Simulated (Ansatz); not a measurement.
Base system: a 16-atom supercell of LiCl in the rock salt structure (space group Fm-3m, No. 225; a = 5.1504 Å) at its relaxed geometry.

Level of theory: PBE, PAW, 420 eV (Ansatz, a program for electronic structure; no SOC).

One neutral defect a cell, atoms relaxed at fixed cell.

One change was made to it. Results:

| quantity | base | after |
|---|---|---|
| pressure | 0.0 GPa | 1.1 GPa |
| largest displacement of a host atom from its site in the perfect cell | – | 0.12 Å |

What was done to the base?
A. F on a Cl site
B. K on a Li site
C. H interstitial (started 2.01 Å from the nearest host atom)
D. I on a Cl site, symmetric start

C, H interstitial (started 2.01 Å from the nearest host atom). For comparison, the pressure in the other runs: I on a Cl site, symmetric start gives 2.7 GPa; F on a Cl site gives -0.5 GPa; K on a Li site gives 4.3 GPa.

Other magnetic orders, which the real material may have, were not ruled out. In so small a cell the defect repeats every few ångströms: this is an ordered compound, not a dilute defect. Defects with a symmetric start kept the site's symmetry and may sit on a saddle; the others started slightly shaken. Seeded moments were not kept for I on a Cl site, F on a Cl site and K on a Li site.
